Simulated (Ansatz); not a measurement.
Base system: HfN in the rock salt structure (space group Fm-3m, No. 225; a = 4.468 Å; relaxed with 0.1 eV smearing).

Computed with LDA (Ansatz, a program for electronic structure), no spin-orbit coupling.

For the base:

The pressure is 0.0 GPa.

The change: every lattice vector is stretched by 2.00 %, atoms relaxed at fixed cell.

Estimate the effect on the pressure.

The pressure goes from zero to -15.8 GPa.

Estimate the effect on the energy relative to the base.

The energy increases by 35 meV/atom.

The cells carry an imposed strain or load. No phonon test of stability was made. The final runs are not spin-polarised. An odd electron count without spin: HfN.
